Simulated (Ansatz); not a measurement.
Start from TaN (space group Pm-3m, No. 221; a = 4.213 Å; a hypothetical phase, not in the database extracts checked). Axes: x, y, z lie along the cube axes.

Modification: a pure shear with ε_yz = ε_zy = 0.0294; the atoms relax in the strained cell.

Levels (all Ansatz, an electronic-structure program, PAW): PBEsol (420 eV, no SOC); r2SCAN (500 eV, spin-orbit coupling left out).

The geometry is relaxed with PBEsol.

- PBEsol pressure: 0.2 GPa

Problem. Predict the pressure from r2SCAN.

Solution. The pressure increases by 3.5 GPa (0.2 GPa → 3.7 GPa).

Single points use the geometry relaxed with PBEsol. Their cutoffs differ, which shifts pressures a little. Stability against distortions was not tested. All final runs are without spin polarisation.
